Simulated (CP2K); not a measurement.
Worked example: self-consistent single point of the (001) slab of TcGe3 (cut from a parent of space group no. 139; 8 atoms in the cell) in CP2K

Level of theory: PBEsol, GPW, DZVP-MOLOPT-SR-GTH basis, GTH-PBE potentials (GTH_POTENTIALS) (CP2K).

Input:

```
&GLOBAL
  PROJECT scf
  RUN_TYPE ENERGY_FORCE
  PRINT_LEVEL LOW
&END GLOBAL
&FORCE_EVAL
  METHOD Quickstep
  STRESS_TENSOR ANALYTICAL
  &DFT
    BASIS_SET_FILE_NAME BASIS_MOLOPT
    POTENTIAL_FILE_NAME GTH_POTENTIALS
    &QS
      METHOD GPW
      EPS_DEFAULT 1E-11
    &END QS
    &MGRID
      CUTOFF 500
      REL_CUTOFF 60
      NGRIDS 5
    &END MGRID
    &SCF
      SCF_GUESS ATOMIC
      EPS_SCF 1E-7
      MAX_SCF 100
      ADDED_MOS 10
      &DIAGONALIZATION
        ALGORITHM STANDARD
      &END DIAGONALIZATION
      &MIXING
        METHOD BROYDEN_MIXING
        ALPHA 0.3
        NBUFFER 12
      &END MIXING
      &SMEAR ON
        METHOD GAUSSIAN
        SIGMA [eV] 0.136
      &END SMEAR
    &END SCF
    &KPOINTS
      SCHEME MONKHORST-PACK 5 5 1
    &END KPOINTS
    &XC
      &XC_FUNCTIONAL
        &PBE
          PARAMETRIZATION PBESOL
        &END PBE
      &END XC_FUNCTIONAL
    &END XC
    &PRINT
      &MO
        EIGENVALUES T
        OCCUPATION_NUMBERS T
        NDIGITS 8
        FILENAME mo
        &EACH
          QS_SCF 0
        &END EACH
        ADD_LAST NUMERIC
      &END MO
      &MULLIKEN OFF
      &END MULLIKEN
    &END PRINT
  &END DFT
  &SUBSYS
    &CELL
      A 4.07327000 0.00000000 0.00000000
      B 0.00000000 4.07327000 0.00000000
      C 0.00000000 0.00000000 17.77900000
      PERIODIC XYZ
    &END CELL
    &COORD
      SCALED
      Tc       0.00000000     0.00000000     0.66252300
      Tc       0.50000000     0.50000000     0.44582400
      Ge       0.00000000     0.50000000     0.33747700
      Ge       0.50000000     0.00000000     0.33747700
      Ge       0.50000000     0.50000000     0.66252300
      Ge       0.50000000     0.00000000     0.55417600
      Ge       0.00000000     0.50000000     0.55417600
      Ge       0.00000000     0.00000000     0.44582400
    &END COORD
    &KIND Tc
      BASIS_SET DZVP-MOLOPT-SR-GTH-q15
      POTENTIAL GTH-PBE-q15
    &END KIND
    &KIND Ge
      BASIS_SET DZVP-MOLOPT-SR-GTH-q4
      POTENTIAL GTH-PBE-q4
    &END KIND
  &END SUBSYS
  &PRINT
    &FORCES ON
    &END FORCES
    &STRESS_TENSOR ON
    &END STRESS_TENSOR
  &END PRINT
&END FORCE_EVAL
```

Output, abridged:

```
 GLOBAL| Method name                                                        CP2K
 GLOBAL| Project name                                                        scf
 GLOBAL| Run type                                                   ENERGY_FORCE

 TOTAL NUMBERS AND MAXIMUM NUMBERS

  Total number of            - Atomic kinds:                                   2
                             - Atoms:                                          8
                             - Shell sets:                                     8
                             - Shells:                                        46
                             - Primitive Cartesian functions:                 38
                             - Cartesian basis functions:                    146
                             - Spherical basis functions:                    130

  Maximum angular momentum of- Orbital basis functions:                        3
                             - Local part of the GTH pseudopotential:          2
                             - Non-local part of the GTH pseudopotential:      4

 SCF PARAMETERS         Density guess:                                    ATOMIC
                        max_scf:                                             100
                        max_diis:                                              4
                        eps_scf:                                        1.00E-07
                        eps_diis:                                       1.00E-01
                        eps_eigval:                                     1.00E-05
                        level_shift [a.u.]:                             0.000000
                        added MOs                                        10    0
                        Mixing method:                            BROYDEN_MIXING
                                                charge density mixing in g-space
                        Smear method:                                   GAUSSIAN
                        Smearing width (sigma) [a.u.]:                  5.00E-03
                        Accuracy threshold:                             1.00E-10
                        No outer SCF

 Extrapolation method: initial_guess

 Number of electrons:                                                         54
 Number of occupied orbitals:                                                 27
 Number of molecular orbitals:                                                37

 Number of orbital functions:                                                130
 Number of independent orbital functions:                                    130

 SCF WAVEFUNCTION OPTIMIZATION

  Step     Update method      Time    Convergence         Total energy    Change
     1 NoMix/Diag. 0.30E+00      -     2.07422806      -185.4946977545 -1.85E+02
     2 Broy./Diag. 0.30E+00      -     1.09618595      -189.6372113695 -4.14E+00
     3 Broy./Diag. 0.30E+00      -     0.70535643      -180.4659179054  9.17E+00
     4 Broy./Diag. 0.30E+00      -     0.35243853      -184.0363050312 -3.57E+00
     5 Broy./Diag. 0.30E+00      -     0.20534565      -185.1993417973 -1.16E+00
     6 Broy./Diag. 0.30E+00      -     0.15629360      -185.1530037629  4.63E-02
     7 Broy./Diag. 0.30E+00      -     0.12891502      -184.4696369944  6.83E-01
   [... 17 lines left out ...]
    25 Broy./Diag. 0.30E+00      -     0.00000071      -184.7107007349  3.31E-06
    26 Broy./Diag. 0.30E+00      -     0.00000039      -184.7106984906  2.24E-06
    27 Broy./Diag. 0.30E+00      -     0.00000023      -184.7107004806 -1.99E-06
    28 Broy./Diag. 0.30E+00      -     0.00000010      -184.7106989555  1.53E-06
    29 Broy./Diag. 0.30E+00      -     0.00000004      -184.7106993060 -3.51E-07

  *** SCF run converged in    29 steps ***

  Electronic density on regular grids:        -53.9999999998        0.0000000002
  Core density on regular grids:               53.9999999990       -0.0000000010
  Total charge density on r-space grids:       -0.0000000008
  Total charge density g-space grids:          -0.0000000008

  Overlap energy of the core charge distribution:               0.00000000017192
  Self energy of the core charge distribution:               -345.36566496760594
  Core Hamiltonian energy:                                     79.75457661247255
  Hartree energy:                                             105.53866747050638
  Exchange-correlation energy:                                -24.63373330166210
  Smearing free energy correction:                             -0.00454511990563
  Fermi energy:                                                 0.06591038874018

  Total energy:                                              -184.71069930597463
  Total energy (extrapolated to sigma->0):                   -184.70842674602181

 ENERGY| Total FORCE_EVAL ( QS ) energy [hartree]           -184.710699308628108

 FORCES| Atomic forces [hartree/bohr]
 FORCES|   Atom     x               y               z               |f|
 FORCES|      1  5.86075433E-10  5.86607150E-10 -4.32498901E-02   4.32498901E-02
 FORCES|      2  6.07132480E-10  6.07741211E-10  1.33669608E-02   1.33669608E-02
 FORCES|      3  3.44907344E-13  1.70375190E-13 -5.01112656E-03   5.01112656E-03
 FORCES|      4  1.89818802E-13  3.40705625E-13 -5.01111558E-03   5.01111558E-03
 FORCES|      5 -3.64658499E-13 -3.68826045E-13  3.35716572E-02   3.35716572E-02
 FORCES|      6 -9.12771438E-13 -9.19680992E-13  1.04764434E-02   1.04764434E-02
 FORCES|      7 -9.18077588E-13 -9.15250557E-13  1.04764425E-02   1.04764425E-02
 FORCES|      8 -1.03609769E-12 -1.03448846E-12 -1.46126234E-02   1.46126234E-02
 FORCES| Sum     1.19051103E-09  1.19162120E-09  6.74830725E-06
 FORCES| Total atomic force                                       6.74830746E-06

 STRESS| Analytical stress tensor [bar]
 STRESS|                        x                   y                   z
 STRESS|      x       -3.71156774794E+04   9.27744538482E-05  -1.47956406772E-06
 STRESS|      y        9.27744538482E-05  -3.71157048630E+04  -1.48297489109E-06
 STRESS|      z       -1.47956406772E-06  -1.48297489109E-06   6.24828198483E+03
 STRESS| 1/3 Trace                                            -2.26610334525E+04
```

The run converged in 29 iterations.

The starting cell comes from a database of computed structures (which also holds hypothetical and non-ambient phases and stackings), without a prior relaxation at this level. The slab is cut from that crystal, and its faces are unrelaxed. Spin polarisation is off. The two faces of this cut differ, and no dipole correction was used. Values carry the incompleteness of an atom-centred basis. The potentials were made for another functional than the one used. Forces in this geometry exceed 1 eV/Å.

Cost on one core of a shared machine: roughly 90 s.
